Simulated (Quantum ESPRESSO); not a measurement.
A self-consistent single point of MoTe₂ (P3m1, 6 atoms in the cell) with Quantum ESPRESSO.

Level of theory: LDA (PZ), GBRV 1.5 ultrasoft (LDA) pseudopotentials (plane waves; Quantum ESPRESSO).

```xyz
6
Lattice="3.5306 0.0000 0.0000 -1.7653 3.0576 0.0000 0.0000 0.0000 14.0019" Properties=species:S:1:pos:R:3 pbc="T T T"
Te     0.0000     2.0384    12.3577
Te     1.7653     1.0192     5.3067
Te     1.7653     1.0192     1.6942
Te     0.0000     2.0384     8.6952
Mo     0.0000     2.0384     3.5005
Mo     1.7653     1.0192    10.5014
```

Reference input (self-consistent single point, DFT, LDA (PZ), plane waves, GBRV 1.5 ultrasoft (LDA) pseudopotentials): ecutwfc = 40 Ry; ecutrho = 320 Ry; occupations = smearing; smearing = fd; degauss = 0.000734986 Ry; potentials = {Te: te_lda_v1.uspp.F.UPF, Mo: mo_lda_v1.uspp.F.UPF}; K_POINTS = automatic 4 4 1 0 0 0; conv_thr = 1e-10 Ry; mixing_beta = 0.4. This run's input differs from it in these lines:

```diff
@@ -19,2 +19,3 @@
   degauss = 0.000734986
+  nbnd = 26
 /
```

The program printed (abridged):

```
     Self-consistent Calculation

     iteration #  1     ecut=    40.00 Ry     beta= 0.40

 %%%%%%%%%%%%%%%%%%%%%%%%%%%%%%%%%%%%%%%%%%%%%%%%%%%%%%%%%%%%%%%%%%%%%%%%%%%%%%
     Error in routine efermig (1):
     internal error, cannot bracket Ef
 %%%%%%%%%%%%%%%%%%%%%%%%%%%%%%%%%%%%%%%%%%%%%%%%%%%%%%%%%%%%%%%%%%%%%%%%%%%%%%

     stopping ...
```

The program stopped with an error at about iteration 1. 

The starting cell has typed, rounded lattice constants, without a prior relaxation at this level. Its lattice was rescaled by up to half a per cent. One atom was moved a little off its site on purpose.
